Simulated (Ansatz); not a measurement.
The reference is Zr in the hcp (Mg type) structure (space group P6_3/mmc, No. 194; a = 3.230 Å, c = 5.179 Å; relaxed with 0.1 eV smearing).

Computed with plane-wave PAW DFT at the PBE level (Ansatz, a quantum-chemistry and plane-wave program, 420 eV), without spin-orbit coupling.

Strains are applied to the cell and any free atomic positions relax.

One change was made to it. Results:

The energy goes up by 26 meV/atom; the pressure (mean of the normal stresses, compression positive) goes from zero to 6.2 GPa.

Problem. Which change produced these results?
A. isotropic strain −1.00 %
B. isotropic strain +3.00 %
C. isotropic strain −2.00 %

Solution. C, isotropic strain −2.00 %. For comparison, the energy relative to the base in the other runs: isotropic strain −1.00 % gives +6.3 meV/atom; isotropic strain +3.00 % gives +52 meV/atom.

Whether these cells are dynamically stable was not tested. The final runs are not spin-polarised.
